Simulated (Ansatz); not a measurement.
**How the bulk modulus of ZrO (model structure, P-62m, No. 189, 6 atoms in the cell) moves with the method**

No measured value is used here.

| level (code) | value (GPa) | cell (Å³/atom) |
|---|---|---|
| LDA (Ansatz) | 229 | 12.30 |
| PBE (Ansatz) | (withheld) | 13.02 |
| PBEsol (Ansatz) | 214 | 12.59 |
| r²SCAN (Ansatz) | 210 | 12.87 |

Q: What belongs in the gaps?

A: 
- PBE (Ansatz, a program for electronic structure), value (GPa): 196

LDA, PBE, PBEsol, r²SCAN: the bulk modulus is −V dP/dV from two relaxed cells at ±2 % in volume. Each level is taken at its own relaxed cell. Cutoffs differ between the levels. Ansatz's density-functional and Hartree–Fock values are scalar-relativistic unless marked +SOC, with PAW data made under PBE.

A model structure was made by putting elements into a prototype or built by hand; it is no filed structure, need not be a known phase, and can be a saddle point held by its symmetry.
